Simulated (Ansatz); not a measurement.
Results of r²SCANh (PAW; Ansatz, an electronic-structure program) for zinc-blende BeS.

Total energies, extrapolated to zero smearing (they compare only within this program, potentials and cutoff; free atoms with spin allowed, lowest state found):

| system | energy (eV/atom) |
|---|---|
| zinc-blende BeS, relaxed | -500.7671 |
| free Be atom | -89.5532 |
| free S atom | -902.8326 |

**Question.** Work out the cohesive energy per atom.

**Answer.** E_coh = [1 × (-89.5532) + 1 × (-902.8326)]/2 − (-500.7671) = 4.57 eV/atom. The reference value is 4.36 ± 0.03 eV/atom (worked out here from tabulated enthalpies at 298 K, copied from a table, unchecked, brought to a static lattice with a Debye model, atoms in their spin–orbit ground levels; inputs from the CRC Handbook), a difference of +0.21 eV/atom.

The PAW data were made under PBE.
